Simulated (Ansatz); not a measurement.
# How the volume per atom of MoSi₂ (model structure, started from the AlB2 type, P6/mmm, No. 191, 3 atoms in the cell) moves with the method

No measured value is used here.

| level (code) | value (Å³/atom) |
|---|---|
| PBE (Ansatz) | ___ |
| PBEsol (Ansatz) | 13.68 |
| PBE-D3(BJ) (Ansatz) | 13.52 |

What belongs in the gaps?


- PBE (Ansatz, a quantum-chemistry and plane-wave program), value (Å³/atom): 14.04

Ansatz's density-functional and Hartree–Fock values are scalar-relativistic unless marked +SOC, with PAW data made under PBE.

A model structure was made by putting elements into a prototype or built by hand; it is no filed structure, need not be a known phase, and can be a saddle point held by its symmetry.
